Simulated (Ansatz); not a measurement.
## Worked example: self-consistent single point of TiGa (P4/mmm, 2 atoms in the cell) in Ansatz

Level of theory: LDA (PW92), default PAW files made with PBE (plane waves; Ansatz, an electronic-structure program).

This input was run:

Ansatz 0.2 input:
```yaml
crystal:
  lattice:
    - [2.78757200, 0.00000000, 0.00000000]
    - [0.00000000, 2.78757200, 0.00000000]
    - [0.00000000, 0.00000000, 3.94103100]
  atoms:
    - { symbol: Ti, position: [0.50000000, 0.50000000, 0.50000000] }
    - { symbol: Ga, position: [0.00000000, 0.00000000, 0.00000000] }
basis:
  ecutwfc: 30.9 Ry
kpoints:
  mp_grid:
    grid: [12, 12, 8]
hamiltonian:
  xc: lda
  pseudopotentials:
    kind: paw
scf:
  occupations:
    method: fermi_dirac
    width: 0.0073 Ry
output:
  forces: true
  eigenvalues: true
  stress: true
```

Log, with long lists cut:

```
WARN ansatz: RAYON_NUM_THREADS=1 ignored (pool sized by the plan → 1); use --threads N
Pseudopotentials: kind: paw
Pseudopotential: Ti, paw, valence charge 12
Pseudopotential: Ga, paw, valence charge 13
Crystal: 2 atoms, lattice volume = 30.624 Å³
Basis set: ecut = 420.4159175005146 eV, 609 PW (Γ)
Bands: 17, of which v1, the nominal top of the filled ones, is band 13 counted from 1 (12 counted from 0)
Symmetry: 16 space group operations
Space group: P4/mmm (ITA 123), of the structure as read, at distance tolerance 3.1e-5 Å
k-points: 140 of 1152
PAW frozen core: Ti, regenerated for the run's functional, and the local potential with it
PAW frozen core: Ga, regenerated for the run's functional, and the local potential with it
Initial density: superposition of atomic densities (neutral atoms: chi_scale 0, normalization atom), corrected by the library's trained network
Initial wavefunctions: pseudopotential atomic-orbital guess
Eigensolver: davidson
Functional: x = slater, c = lda
SCF iter   1: F=—  HF=-6158.381732 eV  |F-HF|=—  |Δ(HF+E_count)|=         —  Δρ=7.59e-3  dr2=8.54e-3  ethr=1.77e-3  ⟨swp⟩=4.8  Hψ=9936  notcnv=0
all-band conjugate gradients solve this SCF's bands
preconditioner: auto → none
SCF iter   2: F=—  HF=-6158.380165 eV  |F-HF|=—  |Δ(HF+E_count)|=   1.57e-3  Δρ=3.99e-3  dr2=3.40e-3  ethr=3.42e-5  ⟨swp⟩=2.2  Hψ=4483  notcnv=0
SCF iter   3: F=—  HF=-6158.379916 eV  |F-HF|=—  |Δ(HF+E_count)|=   2.49e-4  Δρ=1.54e-3  dr2=4.12e-4  ethr=1.36e-5  ⟨swp⟩=2.0  Hψ=3579  notcnv=0
SCF iter   4: F=—  HF=-6158.379615 eV  |F-HF|=—  |Δ(HF+E_count)|=   3.01e-4  Δρ=1.74e-4  dr2=3.69e-6  ethr=1.65e-6  ⟨swp⟩=2.0  Hψ=3453  notcnv=0
SCF iter   5: F=—  HF=-6158.379615 eV  |F-HF|=—  |Δ(HF+E_count)|=   5.26e-7  Δρ=2.13e-5  dr2=6.65e-8  ethr=1.47e-8  ⟨swp⟩=2.0  Hψ=3616  notcnv=0
SCF iter   6: F=-6158.379615 eV  HF=-6158.379615 eV  |F-HF|=3.87e-10  |Δ(HF+E_count)|=   3.92e-8  Δρ=3.34e-6  dr2=2.53e-9  ethr=2.66e-10  ⟨swp⟩=2.1  Hψ=8194  notcnv=0
SCF 1 converged in 6 iterations: F = -6158.379615 eV  dr2 = 2.53e-9
SCF converged after 6 iterations
Free energy (F): -6158.379615 eV
Harris-Foulkes:  -6158.379615 eV  (|F-HF|=3.87e-10)
Internal energy: -6158.332167 eV  (E = F + TS)
E sigma→0 (E₀):  -6158.355891 eV
Entropy (-TS):   -0.047448 eV (-23.724 meV/atom)
Fermi energy:    13.625366 eV
--- Per-component energies (eV) ---
  E_band       = -136.721417
  E_kinetic    = 391.439046
  E_local      = -2385.017166  (includes V_loc(G=0)·N_el)
  E_nonlocal   = 437.422672
  E_hartree    = 1092.447557
  E_xc         = -167.407531
  E_vxc        = -182.730979  (∫ρ·V_xc dr)
  E_paw        = -2910.229316  (= ΣΔE_a)
  E_vpaw       = -582.727896  (= ΣTr[D̂ρ^β])
  E_aug_tail   = -0.000021  (compensation charges beyond the density's cutoff)
  E_ewald      = -2619.041839
  E_core_change = 2.054430  (= ΣΔE_core)
  E_smearing   = -0.047448  (= −TS)
  E_closure    = 0.000000  (closes the sum)
  Σ components = -6158.379615   (vs F -6158.379615, Δ=0.00e0)
--- Forces (eV/Å), atoms counted from 1 ---
  atom   1  Ti     0.00000000    -0.00000000    -0.00000000
  atom   2  Ga     0.00000000     0.00000000     0.00000000
  max |Σ_I F_I| component: 5.54e-29 eV/Å
--- Stress (GPa, compression-positive) ---
       -5.738539       0.000000       0.000000
        0.000000      -5.738539       0.000000
        0.000000       0.000000      -6.268776
  P = ⅓ Tr σ = -5.9153 GPa (-59.153 kbar)
  The stress holds the Pulay correction. Without it, at fixed plane waves, as pw.x and ABINIT print it: P = -5.9545 GPa
--- Band table (eV; the first three rows and the last of 140) ---
  k-point 0: bands = ["-42.5137", "-19.2270", "-18.7490", "-18.7490", "-1.3098", "-1.1237", "-0.9337", "-0.9337", "-0.8897", "3.2688", "11.9067", "12.6750", "13.1959", "15.8176", "15.8176", "16.8367", "20.3448"]
  k-point 1: bands = ["-42.5135", "-19.2312", "-18.7489", "-18.7489", "-1.3090", "-1.1190", "-0.9327", "-0.9327", "-0.8895", "3.4177", "11.1337", "12.6827", "13.5449", "15.7137", "15.7137", "16.8365", "21.0388"]
  k-point 2: bands = ["-42.5131", "-19.2411", "-18.7488", "-18.7488", "-1.3072", "-1.1076", "-0.9302", "-0.9302", "-0.8892", "3.8339", "9.8064", "12.7012", "13.9059", "15.4866", "15.4866", "16.8359", "22.7118"]
  k-point 139: bands = ["-42.3736", "-19.2202", "-19.2202", "-19.1127", "-1.2209", "-1.0759", "-1.0759", "-0.8548", "-0.7414", "10.6560", "10.8559", "10.8559", "13.1252", "15.7233", "17.8901", "18.1777", "18.6986"]
```

The run converged in 6 iterations.

The starting cell comes from a database of computed structures (which also holds hypothetical and non-ambient phases and stackings), without a prior relaxation at this level. Its lattice was rescaled by up to half a per cent. Spin polarisation is off. With a pressure of about -6 GPa the cell is away from its equilibrium volume at this level. Ansatz's pressure includes its estimate of the finite-basis (Pulay) stress.
